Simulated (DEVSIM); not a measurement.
System: abrupt Si n-p junction, at 300 K.

Layer 1 from the left is Si, thickness (μm) 3.40, Nd (cm⁻³) 1.2e19, τn (s) 7.7e-6, τp (s) 7.7e-6. Layer 2 from the left is Si, thickness (μm) 160, Na (cm⁻³) 1.8e17, τn (s) 7.7e-6, τp (s) 7.7e-6.

Left contact: ohmic. Right contact: ohmic. Voltage is applied to the left contact. Recombination: SRH at mid-gap, radiative. Mobility is constant in doping.

Constants are typed, rounded textbook-type inputs, not results; the design itself was drawn at random and stands for no fabricated device. Values at 300 K.

Si: gap (eV) 1.124, affinity (eV) 4.05, permittivity 11.7, Nc (cm⁻³) 2.86e19, Nv (cm⁻³) 3.1e19, μn (cm²/Vs) 1417, μp (cm²/Vs) 470, B (cm³/s) 4.7e-15.

Model (solved in DEVSIM): 1D drift-diffusion, Boltzmann statistics, complete ionisation; no tunnelling, impact ionisation, image-force lowering or self-heating.

### Question
What does the simulation give for the largest field in the device at zero bias, the dark forward voltage at 1 A/cm², the dark forward voltage at 100 A/cm², the potential step across the device at zero bias?

### Answer
largest field in the device at zero bias 270000 V/cm; dark forward voltage at 1 A/cm² 0.741 V; dark forward voltage at 100 A/cm² 0.889 V; potential step across the device at zero bias 0.968 V.
